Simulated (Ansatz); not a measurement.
System: O vacancy in polar orthorhombic HfO2 (charge state +2). These are PBE, PAW (plane waves to 420 eV; Ansatz, a quantum-chemistry and plane-wave program) values and carry that method's errors.

Cell of 96 host sites held at the relaxed PBE lattice; the Γ point alone; Fermi-Dirac width 0.01 eV, spin-restricted; finite-size errors left in. Static, classical nuclei. Spin-orbit coupling is left out. The host's phase is taken as given; its stability against other phases was not computed. The charge state is imposed; whether it is stable for some Fermi level was not computed. Forms of the defect that were not tried may lie lower.

Barriers: single points on a 2×2×2 k-point mesh shifted by half a step at the bands' geometries.

The step: a nearby O atom hops onto the vacant site. Atoms about the jump, Cartesian Å from the middle of the jump, before and after:

| atom | x0 | y0 | z0 | x1 | y1 | z1 |
|---|---|---|---|---|---|---|
| O1 | -0.30 | -0.94 | -0.27 | 0.30 | 0.94 | 0.27 |
| Hf2 | -1.54 | 0.02 | 1.11 | -1.50 | 0.30 | 1.24 |
| Hf3 | 1.03 | -0.01 | -1.73 | 1.02 | 0.19 | -1.56 |
| O4 | 2.29 | -0.89 | -0.30 | 2.14 | -1.05 | -0.26 |
| O5 | -0.13 | -1.28 | 2.27 | -0.10 | -1.24 | 2.09 |
| O6 | -0.73 | 1.10 | -2.27 | -0.78 | 1.12 | -2.30 |
| O7 | -2.15 | 1.74 | 0.23 | -2.23 | 1.88 | 0.25 |
| Hf8 | 1.30 | -2.26 | 1.03 | 1.40 | -2.41 | 1.15 |
| O9 | -0.70 | 1.18 | 2.63 | -0.78 | 1.11 | 2.95 |
| O10 | -0.08 | -1.35 | -2.84 | -0.10 | -1.32 | -2.56 |
| O11 | -3.03 | -0.93 | -0.22 | -2.82 | -0.88 | -0.25 |
| O12 | 2.83 | 1.72 | 0.24 | 2.99 | 1.68 | 0.21 |
| Hf13 | 1.42 | 3.01 | 1.12 | 1.30 | 2.74 | 1.00 |
| O14 | 1.84 | 1.76 | -2.29 | 1.87 | 1.81 | -2.31 |
| O15 | 2.54 | -0.88 | 2.26 | 2.62 | -0.95 | 2.32 |
| Hf16 | -1.70 | -2.28 | -1.50 | -1.82 | -2.37 | -1.60 |
| Hf17 | 0.96 | 0.10 | 3.55 | 0.99 | 0.05 | 3.57 |
| O18 | -0.21 | 3.68 | -0.21 | -0.28 | 3.78 | -0.26 |
| Hf19 | -1.66 | 2.77 | -1.56 | -1.68 | 2.82 | -1.57 |

**Question.** Predict the transition state.

**Answer.** 
| atom | x | y | z |
|---|---|---|---|
| O1 | 0.06 | 0.15 | 0.11 |
| Hf2 | -1.58 | 0.23 | 1.21 |
| Hf3 | 1.02 | 0.10 | -1.64 |
| O4 | 2.32 | -1.00 | -0.31 |
| O5 | -0.16 | -1.34 | 2.29 |
| O6 | -0.76 | 1.15 | -2.35 |
| O7 | -2.21 | 1.86 | 0.24 |
| Hf8 | 1.37 | -2.30 | 1.11 |
| O9 | -0.75 | 1.15 | 2.84 |
| O10 | -0.11 | -1.35 | -2.61 |
| O11 | -2.90 | -0.90 | -0.24 |
| O12 | 2.88 | 1.69 | 0.22 |
| Hf13 | 1.40 | 2.92 | 1.09 |
| O14 | 1.84 | 1.81 | -2.29 |
| O15 | 2.56 | -0.90 | 2.30 |
| Hf16 | -1.82 | -2.36 | -1.58 |
| Hf17 | 0.95 | 0.06 | 3.57 |
| O18 | -0.23 | 3.72 | -0.22 |
| Hf19 | -1.67 | 2.81 | -1.57 |
It lies 0.53 eV above the start and 0.38 eV above the end. The saddle point's order was not checked.
